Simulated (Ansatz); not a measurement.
The reference is W in the bcc (W type) structure (space group Im-3m, No. 229; a = 3.169 Å). Axes: x, y, z lie along the cube axes.

Calculations: Kohn–Sham DFT with the r2SCAN functional, run in Ansatz (an electronic-structure program) with PAW and 500 eV plane waves, without spin-orbit coupling.

Strains are applied to the cell and any free atomic positions relax; under biaxial strain the out-of-plane vector relaxes too.

One change was made to it. Results:

| quantity | base | after |
|---|---|---|
| energy relative to the base (free energy F) | 0 meV/atom | +73 meV/atom |
| pressure | 0.0 GPa | 24.2 GPa |
| band gap | zero | zero |

Question: Which change produced these results?
A) biaxial strain −0.43 %, plane normal [001], relaxed out of plane
B) isotropic strain −2.19 %
C) isotropic strain −0.74 %

Answer: B, isotropic strain −2.19 %. For comparison, the energy relative to the base in the other runs: biaxial strain −0.43 %, plane normal [001], relaxed out of plane gives +1.1 meV/atom; isotropic strain −0.74 % gives +7.9 meV/atom.

Without a gap, meshes like the base's 21×21×21 leave anisotropic stresses uncertain by several tenths of a GPa, and small strain energies with them. No phonon test of stability was made. All final runs are without spin polarisation.
